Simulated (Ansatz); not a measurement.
Results of PBEsol (PAW; Ansatz, an electronic-structure program) for NaIO3 (Pnma, No. 62).

Run with plane-wave cutoff 500 eV, 6×6×8 k mesh (along the axes of the cell as run), gaussian smearing 0.02 eV, scalar-relativistic PAW data made under PBE.

Cell (relaxed at this level):

NaIO$_{3}$ is taken in the orthorhombic space group Pnma (No. 62), Pearson symbol oP20. Cell: a = 6.385 Å, b = 7.823 Å, c = 5.810 Å, α = 90.00°, β = 90.00°, γ = 90.00°. O1 on 4c has 1 I at 1.818 Å and 2 Na at 2.401 Å (trigonal pyramidal). I on 4c has 3 O at 1.818–1.838 Å (trigonal pyramidal). Na on 4b has 6 O at 2.384–2.422 Å (octahedral). O2 on 8d has 1 I at 1.838 Å and 2 Na at 2.384–2.422 Å (trigonal planar). (Neighbours: up to the widest gap in distance over summed covalent radii, below 1.35, at either atom; cation-cation and far metal-metal contacts left out.)

### Question
Give the computed band gap.

### Answer

band gap: 3.65 eV (on the SCF k mesh)

Note: the relaxation could not lower the start's symmetry, so the cell can be a saddle point above a distorted one.

Spin–orbit coupling is not included.

Static lattice: no zero-point or thermal effects.
